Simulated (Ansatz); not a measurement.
**Ru, response to strain**

The reference is Ru in the hcp (Mg type) structure (space group P6_3/mmc, No. 194; a = 2.7045 Å, c = 4.2601 Å). Axes: x lies along a and z along c of the hexagonal cell.

Strains are applied to the cell and any free atomic positions relax; under biaxial strain the out-of-plane vector relaxes too.

Calculations: plane-wave PAW DFT at the r2SCAN level (Ansatz, a first-principles code, 500 eV), scalar-relativistic without spin-orbit coupling.

Notes on the quantities. pressure: mean of the normal stresses, compression positive.

| variant | pressure | shortest interatomic distance |
|---|---|---|
| base | 0.0 GPa | 2.641 Å |
| biaxial strain −4.59 %, plane normal [001], relaxed out of plane | 28.3 GPa | 2.580 Å |
| biaxial strain −1.39 %, plane normal [001], relaxed out of plane | 7.1 GPa | 2.641 Å |
| biaxial strain −0.47 %, plane normal [001], relaxed out of plane | 2.3 GPa | 2.641 Å |
| biaxial strain −0.34 %, plane normal [001], relaxed out of plane | ? | 2.641 Å |
| biaxial strain +1.38 %, plane normal [001], relaxed out of plane | -6.0 GPa | 2.642 Å |
| isotropic strain +5.56 % | ? | 2.788 Å |
| uniaxial strain ε_yy = −5.91 % | 24.6 GPa | 2.586 Å |
| uniaxial strain ε_yy = −0.62 % | ? | 2.637 Å |
| tensor shear ε_yz = +1.56 % | 0.3 GPa | 2.603 Å |

Problem. What belongs in the blanks?

Solution. 
- biaxial strain −0.34 %, plane normal [001], relaxed out of plane, pressure: 1.7 GPa
- isotropic strain +5.56 %, pressure: -36.9 GPa
- uniaxial strain ε_yy = −0.62 %, pressure: 2.1 GPa

Without a gap, meshes like the base's 20×20×11 leave anisotropic stresses uncertain by several tenths of a GPa, and small strain energies with them. Whether these cells are dynamically stable was not tested. The final runs are not spin-polarised.
